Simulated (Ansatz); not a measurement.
Input:

```
CELL_PARAMETERS angstrom
      0.00000     2.69455     2.77539
      2.69455     0.00000     2.77539
      2.69455     2.69455     0.00000
ATOMIC_POSITIONS crystal
  Zn 0.00000 0.00000 0.00000
  S  0.25000 0.25000 0.25000
```

No spin polarisation.

Method: r2SCAN/PAW in Ansatz (a quantum-chemistry and plane-wave program), without spin-orbit coupling. Settings: 11×11×11 k-points, 0.05 eV Fermi–Dirac smearing.

Q: Predict the valence-band top at Γ and pressure.

A: Valence-band top at Γ (three highest levels, from the VBM): 0.00, 0.00, -0.11 eV
Pressure (mean of the normal stresses, compression positive): -2.20 GPa

The levels and masses belong to the bands next to the band gap. The cells carry an imposed strain or load. No phonon test of stability was made. The cell was made from ZnS in the zinc blende structure (space group F-43m, No. 216) by this change: uniaxial strain ε_zz = +3.00 %.
